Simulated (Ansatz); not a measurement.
System: A15 Mo₃Si. Method: PBE (Ansatz, a first-principles code, plane waves, PAW).

Run with plane-wave cutoff 500 eV, 8×8×8 k mesh, Fermi–Dirac smearing 0.05 eV, no spin polarisation, scalar-relativistic PAW data made under PBE.

Computed at the level's own relaxed cell.

Task: Give the computed equilibrium volume per atom and lattice parameter a.

Result: 
- equilibrium volume per atom: 14.76 Å³/atom
- lattice parameter a: 4.906 Å

Measured, for comparison: lattice constant a 4.889 Å (temperature not stated, copied from a table, unchecked, no zero-point or thermal correction; as tabulated in Dopovidi Akademii Nauk Ukrains'koi RSR, Seriya A: Fiziko-Tekhnichni ta Matematichni Nauki 1970, 553 (1970)). Computed (rounded) less measured: lattice constant a not scored (unchecked).

Computed values are for the static lattice.

It cost about 2.2 core-minutes (a rough figure) of CPU time.
